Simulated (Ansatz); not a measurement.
For ZnO (model structure, started from the CsCl type, Pm-3m, No. 221, 2 atoms in the cell), LDA (PAW; Ansatz, a quantum-chemistry and plane-wave program) gives:

* **lattice parameter a**: 2.611 Å
* **cohesive energy**: 3.83 eV/atom

What does r²SCAN+rVV10 (PAW; Ansatz) give for the same quantities?


- lattice constant a: 2.637 Å (goes up by 1.0 %)
- cohesive energy: 3.23 eV/atom (decreases by 0.60 eV/atom)

Changes are worked out from the printed values.

Unless a cell is named, each level is at its own relaxed cell (LDA 8.90, r²SCAN+rVV10 9.17 Å³/atom).

Ansatz's density-functional and Hartree–Fock values are scalar-relativistic unless marked +SOC, with PAW data made under PBE.

A model structure was made by putting elements into a prototype or built by hand; it is no filed structure, need not be a known phase, and can be a saddle point held by its symmetry.
